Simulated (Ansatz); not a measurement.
Consider ZnS in the wurtzite structure (space group P6_3mc, No. 186).

```
ZnS
1.0
    3.84528     0.00000     0.00000
   -1.92264     3.33011     0.00000
    0.00000     0.00000     6.30521
Zn S
2 2
Direct
  0.33333   0.66667   0.00023
  0.66667   0.33333   0.50023
  0.33333   0.66667   0.37477
  0.66667   0.33333   0.87477
```

Cartesian axes are those of the cell as printed.

Method: PBE/PAW in Ansatz (a program for electronic structure), without spin-orbit coupling.

Modification: the cell is scaled by 0.9820 in all directions; the atoms relax in the strained cell.

Predict the stress tensor and what it implies for the stiffness.

Stress of the strained cell less that of the base (GPa, compression positive):
```
   4.19    0.00    0.00
   0.00    4.19    0.00
   0.00    0.00    4.37
```

Then B = −ΔP/(ΔV/V₀) with ΔV/V₀ = -0.0530 gives secant stiffness values (nonlinear terms included at this strain): B (at held cell shape, above the free-shape value) ≈ 80 GPa.

As a check, the harmonic strain energy −½ V₀ Δσ:ε is 14 meV/atom; the computed energy rise is 14 meV/atom.

Stability against distortions was not tested.
